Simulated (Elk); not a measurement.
Band structure of TcRu (P-6m2, 2 atoms in the cell).

```xyz
2
Lattice="2.7766 0.0000 0.0000 -1.3883 2.4046 0.0000 0.0000 0.0000 4.3948" Properties=species:S:1:pos:R:3 pbc="T T T"
Tc     0.0000     0.0000     0.0000
Ru     0.0000     1.6031     2.1974
```

Method of the run: PBEsol, all-electron FP-LAPW, Elk's shipped species files, default APW+lo basis run with Elk.

Settings: xctype = 22; rgkmax = 7; stype = 0; swidth = 0.00499791 Ha; ngridk = 11 11 6.

The starting cell comes from a database of computed structures (which also holds hypothetical and non-ambient phases and stackings), without a prior relaxation at this level. Its lattice was rescaled by a random factor within 2.5 % of one. Spin polarisation is off. Values depend on the basis (sphere radii, cutoffs, local orbitals), which need not be converged.

Levels in eV from the Fermi level, bands 13 to 20:
```json
[
 {"point": "Γ", "13": "-1.80", "14": "-1.16", "15": "-1.16", "16": "-0.84", "17": "-0.84", "18": "1.38", "19": "1.78", "20": "1.78"},
 {"point": "M", "13": "-1.52", "14": "-1.44", "15": "-0.95", "16": "1.51", "17": "2.46", "18": "2.79", "19": "4.25", "20": "6.24"},
 {"point": "K", "13": "-2.44", "14": "-2.05", "15": "-0.51", "16": "1.40", "17": "1.66", "18": "1.94", "19": "7.06", "20": "7.19"},
 {"point": "A", "13": "-2.29", "14": "-2.00", "15": "-1.98", "16": "-1.98", "17": "0.81", "18": "0.81", "19": "1.47", "20": "1.47"},
 {"point": "L", "13": "-0.87", "14": "-0.12", "15": "0.58", "16": "1.08", "17": "1.60", "18": "2.78", "19": "3.40", "20": "3.75"},
 {"point": "H", "13": "-2.39", "14": "-1.94", "15": "-0.64", "16": "-0.53", "17": "1.53", "18": "2.01", "19": "7.99", "20": "8.73"}
]
```

Bands cross the Fermi level along this path, so the cell is metallic at this level.
